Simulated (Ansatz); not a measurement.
HfSi (space group Pnma, No. 62)

```
CELL_PARAMETERS angstrom
      6.82480     0.00000     0.00000
      0.00000     3.75728     0.00000
      0.00000     0.00000     5.20274
ATOMIC_POSITIONS crystal
  Hf 0.67543 0.25000 0.37373
  Hf 0.32457 0.75000 0.62627
  Hf 0.82457 0.75000 0.87373
  Hf 0.17543 0.25000 0.12627
  Si 0.54323 0.25000 0.85970
  Si 0.45677 0.75000 0.14030
  Si 0.95677 0.75000 0.35970
  Si 0.04323 0.25000 0.64030
```

Computed with PBEsol/PAW in Ansatz (a first-principles code), without spin-orbit coupling, earlier PAW set. Γ-centred 7×12×9 mesh, Fermi–Dirac width 0.05 eV.

| Quantity | Result |
|---|---|
| Volume per atom | 16.68 Å³ |
| Density | 10.28 g/cm³ |
| Band gap | zero |
| Total energy | -8111.048 eV/atom (σ→0; compares only within this code and set-up) |

No phonon test of stability was made. The final runs are not spin-polarised.
